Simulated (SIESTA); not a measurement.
SIESTA run on GeBr2 (P4_2/mnm, 12 atoms in the cell): self-consistent single point.

Method of the run: SIESTA with GGA PBEsol, numerical atomic orbitals DZP, PseudoDojo PBEsol standard norm-conserving potentials (rewritten from UPF to PSML).

The change in words: 1 x 2 x 1 supercell, mesh divided and rounded up; kgrid.MonkhorstPack: 3 3 5 → 3 2 5. Reference geometry:
```
GeBr2
1.0
    6.72251     0.00000     0.00000
    0.00000     6.72251     0.00000
    0.00000     0.00000     4.11543
Ge Br
2 4
Direct
  0.00000   0.00000   0.00000
  0.50000   0.50000   0.50000
  0.29761   0.29761   0.00000
  0.70239   0.70239   0.00000
  0.20239   0.79761   0.50000
  0.79761   0.20239   0.50000
```

Reference input (self-consistent single point, DFT, GGA PBEsol, numerical atomic orbitals DZP, PseudoDojo PBEsol standard norm-conserving potentials (rewritten from UPF to PSML)): XC.functional = GGA; XC.authors = PBEsol; potentials = PseudoDojo PBEsol standard; PAO.BasisSize = DZP; PAO.EnergyShift = 0.01 Ry; MeshCutoff = 350 Ry; kgrid.MonkhorstPack = 3 3 5; OccupationFunction = FD; ElectronicTemperature = 10 K; MaxSCFIterations = 150; SCF.Mixer.Method = Pulay; SCF.Mixer.Weight = 0.1. This run's input differs from it in these lines:

```diff
@@ -4,3 +4,3 @@
 
-NumberOfAtoms                6
+NumberOfAtoms                12
 NumberOfSpecies              2
@@ -13,3 +13,3 @@
     12.703706550    0.000000000    0.000000000
-     0.000000000   12.703706550    0.000000000
+     0.000000000   25.407413099    0.000000000
      0.000000000    0.000000000    7.777037475
@@ -19,7 +19,13 @@
      0.000000000    0.000000000    0.000000000  1
+     0.000000000    6.722512000    0.000000000  1
      3.361256000    3.361256000    2.057715500  1
+     3.361256000   10.083768000    2.057715500  1
      2.000686796    2.000686796    0.000000000  2
+     2.000686796    8.723198796    0.000000000  2
      4.721825204    4.721825204    0.000000000  2
+     4.721825204   11.444337204    0.000000000  2
      1.360569204    5.361942796    2.057715500  2
+     1.360569204   12.084454796    2.057715500  2
      5.361942796    1.360569204    2.057715500  2
+     5.361942796    8.083081204    2.057715500  2
 %endblock AtomicCoordinatesAndAtomicSpecies
@@ -33,3 +39,3 @@
     3   0   0  0.0
-    0   3   0  0.0
+    0   2   0  0.0
     0   0   5  0.0
```

Output, abridged:

```
        iscf     Eharris(eV)        E_KS(eV)     FreeEng(eV)     dDmax    Ef(eV) dHmax(eV)
   scf:    1   -13142.359682   -13126.861326   -13126.861326  0.501684 -2.627231  4.639534
   scf:    2   -13127.671099   -13127.278340   -13127.278340  0.010371 -3.033861  3.865165
   scf:    3   -13128.172292   -13128.010276   -13128.010276  0.058667 -3.996155  0.543268
   scf:    4   -13127.391877   -13127.854569   -13127.854569  0.030987 -4.670892  1.302383
   scf:    5   -13128.180580   -13128.090257   -13128.090257  0.011232 -4.306115  0.021944
   scf:    6   -13128.090592   -13128.090435   -13128.090435  0.000727 -4.321753  0.030882
   scf:    7   -13128.090489   -13128.090463   -13128.090463  0.000423 -4.314119  0.018390
   scf:    8   -13128.090558   -13128.090526   -13128.090526  0.000214 -4.307999  0.001363
   scf:    9   -13128.090523   -13128.090526   -13128.090526  0.000081 -4.306642  0.002594
   scf:   10   -13128.090527   -13128.090527   -13128.090527  0.000026 -4.307671  0.000024
SCF Convergence by DM+H criterion
max |DM_out - DM_in|         :     0.0000258072
max |H_out - H_in|      (eV) :     0.0000236930
SCF cycle converged after 10 iterations

Using DM_out to compute the final energy and forces

siesta: E_KS(eV) =           -13128.0905

siesta: E_KS - E_eggbox =    -13128.0905

siesta: Atomic forces (eV/Ang):
     1    0.000000   -0.000000   -0.000000
     2    0.000000   -0.000000   -0.000000
     3   -0.000000    0.000000    0.000000
     4   -0.000000    0.000000   -0.000000
     5    0.044739    0.045298   -0.000000
     6    0.044739    0.045298   -0.000000
     7   -0.044739   -0.045298   -0.000000
     8   -0.044739   -0.045298   -0.000000
     9   -0.044739    0.045298   -0.000000
    10   -0.044739    0.045298   -0.000000
    11    0.044739   -0.045298   -0.000000
   [... lines left out ...]
siesta: FreeEng =    -13128.090527
siesta: Cell volume =        371.970495 Ang**3
siesta:         -20.98985368        -21.32085098  kBar
   [... lines left out ...]
     1    -0.418896   14.418896  Ge
     2    -0.418896   14.418896  Ge
     3    -0.418896   14.418896  Ge
     4    -0.418896   14.418896  Ge
     5     0.209448    6.790552  Br
     6     0.209448    6.790552  Br
     7     0.209448    6.790552  Br
     8     0.209448    6.790552  Br
     9     0.209448    6.790552  Br
    10     0.209448    6.790552  Br
    11     0.209448    6.790552  Br
    12     0.209448    6.790552  Br
 Total    -0.000000
```

The run converged in 10 iterations. Against the reference run the free energy is nearly the same (within 1 meV/atom), the pressure stays at -2.10 GPa, the largest force stays at 0.064 eV/Å and the gap on the mesh goes from 1.608 to 1.428 eV.

The starting cell comes from a database of computed structures (which also holds hypothetical and non-ambient phases and stackings), without a prior relaxation at this level. Its lattice was rescaled by a random factor within 2.5 % of one. Values carry the incompleteness of an atom-centred basis.

Cost on one core of a shared machine: roughly 70 s.
